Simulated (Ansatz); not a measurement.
The reference is SrTiO3 in the cubic perovskite structure (space group Pm-3m, No. 221; a = 3.8911 Å). Axes: x, y, z lie along the cube axes.

Calculations: PBEsol (Ansatz, an electronic-structure program; PAW; 420 eV plane waves; scalar-relativistic without spin-orbit coupling).

One thing is altered: tensor shear ε_xy = +2.00 % (engineering shear γ = 0.0400); the atoms relax in the strained cell.

**Question.** Predict the stress tensor and what it implies for the stiffness.

**Answer.** Stress of the strained cell less that of the base (GPa, compression positive):
```
   0.15   -4.59    0.00
  -4.59    0.15    0.00
   0.00    0.00    0.09
```

Then −Δσ/γ with γ = 2ε = 0.0400 gives secant stiffness values (nonlinear terms included at this strain): C66 ≈ 115 GPa.

As a check, the harmonic strain energy −½ V₀ Δσ:ε is 6.7 meV/atom; the computed energy rise is 6.7 meV/atom.

Whether these cells are dynamically stable was not tested. All final runs are without spin polarisation. Many cubic perovskites are stable only at high temperature; tilts and polar distortions were not tested.
